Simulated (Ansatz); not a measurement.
**What Si → Ge does to TiSi2**

The reference is TiSi2 (space group Fddd, No. 70; a = 4.7791 Å, b = 8.2295 Å, c = 8.5206 Å).

Now apply this change: every Si is replaced by Ge; the structure is relaxed again.

The values are results of r2SCAN in Ansatz (plane waves to 500 eV, PAW, no SOC), not measurements. k-mesh 12×12×12 (Γ-centred); smearing 0.05 eV (Fermi–Dirac), for the changed cell.

The volume per atom increases by 1.86 Å³, from 13.96 Å³ to 15.82 Å³ and the density grows by 2.634 g/cm³ (4.12 g/cm³ → 6.76 g/cm³). The space group remains Fddd (No. 70) and the shortest interatomic distance grows by 0.1015 Å to 2.621 Å. The band gap stays zero.

Whether these cells are dynamically stable was not tested. All final runs are without spin polarisation.

Ansatz is a quantum-chemistry and plane-wave program.
